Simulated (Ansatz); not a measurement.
## Competing hops of Cu vacancy in fcc Cu, neutral cell

Defect: Cu vacancy in fcc Cu, neutral cell. Calculation: PBE, PAW (plane waves to 420 eV; Ansatz, a first-principles code).

Cell of 32 host sites held at the relaxed PBE lattice; a 2×2×2 k-point mesh shifted by half a step; Fermi-Dirac width 0.10 eV, spin-restricted; finite-size errors left in. No zero-point or tunnelling terms. Forms of the defect that were not tried may lie lower.

Barriers: single points on a 4×4×4 k-point mesh shifted by half a step at the bands' geometries (they differ from the bands' own by up to 0.15 eV, and are uncertain by about as much).

```
Route                                       Start site over the lowest site run (eV)  Hop (Å)  Forward barrier (eV)  Backward barrier (eV)                   Neighbours at the start      Neighbours at the saddle                        Saddle order  Forward, on the band's own sampling (eV)
------------------------------------------  ----------------------------------------  -------  --------------------  ---------------------  ----------------------------------------  ----------------------------  ----------------------------------  ----------------------------------------
a nearby Cu atom hops onto the vacant site                                      0.00     2.52                  0.75                   0.75  4 Cu at 2.55, 6 Cu at 2.57, Cu at 2.58 Å  4 Cu at 2.37, 4 Cu at 2.78 Å  not checked, on a symmetry element                                      0.61
```

Paths come from nudged elastic bands with a climbing image.  A band can be held on a symmetry element, so unchecked saddle points there may be too high.

The whole set of runs took very roughly 0.7 core-hours.
